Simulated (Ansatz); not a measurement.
By PBEsol, the system below comes out a metal.

A figure of merit of an interconnect metal is its ballistic conductance per area.

```
Be
1.0
    2.26478     0.00000     0.00000
   -1.13239     1.96136     0.00000
    0.00000     0.00000     3.46688
Be
2
Direct
  0.33333   0.66667   0.75000
  0.66667   0.33333   0.25000
```

Space group of this cell: P6_3/mmc, hcp (Mg type). The cell is strained (lengths along the current scaled by 0.97, ions clamped); by PBEsol its mean pressure is 2.7 GPa.

The current flows along the normal of the first two printed cell vectors, the (001) (indices of the unstrained crystal) plane of the conventional cell. No spin-orbit coupling; the value is a mean over 0.1 eV about the Fermi level.

Estimate the ballistic conductance per area that PBEsol in Ansatz (a first-principles code) returns for this system.

0.32 × 10¹⁵ S/m² for both spins.
